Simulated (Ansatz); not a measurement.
Consider HgSe in the zinc blende structure (space group F-43m, No. 216; a = 6.063 Å).

The values are results of LDA in Ansatz (plane waves to 420 eV, PAW, spin-orbit coupling left out), not measurements.

Before the change:

| Item | Value |
|---|---|
| Band gap | zero |
| Pressure | 0.0 GPa |

Modification: every lattice vector is shortened by 1.50 %, atoms relaxed at fixed cell.

Q: What does the calculation give for the band gap after the change?

A: The band gap remains zero.

Q: Predict the new pressure.

A: The pressure goes from zero to 3.0 GPa.

Q: Predict the new energy relative to the base.

A: The energy increases by 11 meV/atom.

The mesh was chosen for an insulator and is coarse for the gapless case. With Hg present, leaving out spin-orbit coupling can change the band edges. The cells carry an imposed strain or load. Whether these cells are dynamically stable was not tested. All final runs are without spin polarisation. The zero or small gap of HgSe can change with the level of theory.

Ansatz is a program for electronic structure.
